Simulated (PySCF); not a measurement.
PySCF 2.14.0, B3LYP/def2-svp, df: Mo(S)(F)2(OH)2 ([OH][Mo]([OH])([F])([F])=[S]), 8 atoms. The geometry is a generated start, not checked to be a minimum at this level.

| Item | Value |
|---|---|
| task | energy |
| method | b3lyp |
| basis | def2-svp |
| two-electron scheme | density fitting |
| mol.max_memory | 3000 MB |
| mf.max_cycle | 100 |
| mf.init_guess | minao (default) |
| mf.DIIS | CDIIS (default) |
| mf.diis_space | 8 (default) |
| mf.conv_tol | 1e-09 (default) |
| mf.grids.level | 3 (default) |
| effective core potentials | those of the basis set, past Kr |
| basis functions | 115 |
| grid points | 117624 |

```xyz
8

Mo     0.0077    -0.0057    -0.0115
S      1.8027    -0.9385    -0.7855
F      0.3685     0.0688     1.7660
F     -0.9572     0.2367    -1.5266
O     -0.9447    -1.4277     0.3031
H     -1.4905    -2.1932     0.5016
O      0.4801     1.6663    -0.1149
H      0.7335     2.5933    -0.1322
```

Charge 0 and multiplicity 1 are set for this test and not shown to be the ground state.

One run each on 2 threads, 1 BLAS thread. Values of level_shift (Hartree) tried: 0 (default), 0.1, 0.3, 1.

Q: How does the count of Fock builds change with level_shift (Hartree), and where is it least?

A: Fewest Fock builds, within one of each other: 0 (default) with 15, 0.1 with 14. The count rises to 47 at 1. All converge to one solution.

```
level_shift (Hartree)  Fock builds            end
---------------------  -----------  -------------
0 (default)                     15  same solution
0.1                             14  same solution
0.3                             19  same solution
1                               47  same solution
```
